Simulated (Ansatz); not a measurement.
The starting structures come from a database of crystals and need not be the phases stable at ambient conditions.

Tunnelling through a barrier is set by its complex band structure: the current falls as exp(−2κd) with the smallest κ.

```
CELL_PARAMETERS angstrom
      5.71046     0.00000     0.00000
      0.00000     6.05482     0.00000
      0.00000     0.00000     8.41845
ATOMIC_POSITIONS crystal
  In 0.00049 0.50058 0.48480
  In 0.99951 0.49942 0.98480
  In 0.50049 0.99942 0.98480
  In 0.49951 0.00058 0.48480
  Bi 0.00168 0.93883 0.20697
  Bi 0.99832 0.06117 0.70697
  Bi 0.50168 0.56117 0.70697
  Bi 0.49832 0.43883 0.20697
  O  0.19778 0.79293 0.56508
  O  0.80222 0.20707 0.06508
  O  0.69778 0.70707 0.06508
  O  0.30222 0.29293 0.56508
  O  0.88371 0.44913 0.74239
  O  0.11629 0.55087 0.24239
  O  0.38371 0.05087 0.24239
  O  0.61629 0.94913 0.74239
  O  0.84083 0.16189 0.47106
  O  0.15917 0.83811 0.97106
  O  0.34083 0.33811 0.97106
  O  0.65917 0.66189 0.47106
```

Space group of this cell: Pna2_1. The cell is taken as given; by r2SCAN its mean pressure is -5.2 GPa.

Transport runs along the normal of the first two printed cell vectors.

The gap is the functional's own. No spin-orbit coupling. Mid-gap values are interpolated on the energy grid.

Compute, with r2SCAN (Ansatz, a program for electronic structure), the band gap and the smallest decay constant κ at mid-gap.

Gap 3.25 eV on a 6×6×4 mesh; κ = 0.397 1/Å, at (0.000, 0.167) of the in-plane reciprocal vectors. At the zone centre, at the nearest computed energy, the slowest state has κ = 0.46 1/Å.
